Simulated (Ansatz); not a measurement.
Band-edge transport in semiconductors and insulators: SnSe (Pnma) under several functionals (Ansatz, an electronic-structure program, without spin-orbit coupling). The PBE cell:

SnSe has the orthorhombic space group Pnma (No. 62), Pearson symbol oP8. Conventional cell: a = 11.491 Å, b = 4.171 Å, c = 4.378 Å, α = β = γ = 90.00°. Sn on 4c has 3 Se at 2.765–2.821 Å and 2 Se at 3.268 Å and 1 Se at 3.436 Å. Se on 4c sees 3 Sn at 2.765–2.821 Å and 2 Sn at 3.268 Å and 1 Sn at 3.436 Å. (Neighbours: up to the widest gap in distance over summed covalent radii, below 1.35, at either atom; cation-cation and far metal-metal contacts left out.)

| Functional | cell relaxed with | volume (Å³/atom) | band gap | electron conductivity mass | Seebeck coefficient, n-type 1e19 cm⁻³ |
|---|---|---|---|---|---|
| PBE | PBE+d3bj | 26.23 | 0.43 eV | 0.145 mₑ | -210 μV/K |
| r2SCAN | PBEsol+d3bj | 24.41 | [?] | [?] | [?] |

### Question
Given the cheaper levels, estimate the r2SCAN row.

### Answer

- r2SCAN, band gap: 0.30 eV
- r2SCAN, electron conductivity mass: 0.153 mₑ
- r2SCAN, Seebeck coefficient, n-type 1e19 cm⁻³: -219 μV/K

For the band gap, PBE gives 0.43 eV and r2SCAN 0.30 eV: PBE lies 42 % above.

The PBE and r2SCAN rows stand on cells whose volumes differ by 7.4 %, so the difference holds the effect of the cell as well as that of the functional.

Masses are for dilute carriers at 300 K, harmonic means over directions unless an axis is named. Seebeck coefficients are for the stated density at 300 K, with one relaxation time for all states and whether or not that doping can be reached. Spin-orbit coupling is left out.

PBEsol with a dispersion correction tends to overbind, so the cell can be several per cent short, in bad cases over ten, which usually narrows a gap: SnSe (Pnma).
